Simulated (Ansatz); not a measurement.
The reference is Ir in the fcc (Cu type) structure (space group Fm-3m, No. 225; a = 3.8305 Å).

The values are results of plane-wave PAW DFT at the PBEsol level (Ansatz, a quantum-chemistry and plane-wave program, 420 eV), no spin-orbit coupling, not measurements.

Base values:

| Property | Result |
|---|---|
| Density | 22.72 g/cm³ |

Modification: a hydrostatic pressure of 1.8 GPa.

Q: Predict the new density.

A: The density increases by 0.105 g/cm³ to 22.82 g/cm³.

Load acts through the strain it causes; cell and atoms are relaxed under it. Stability against distortions was not tested. The final runs are not spin-polarised.
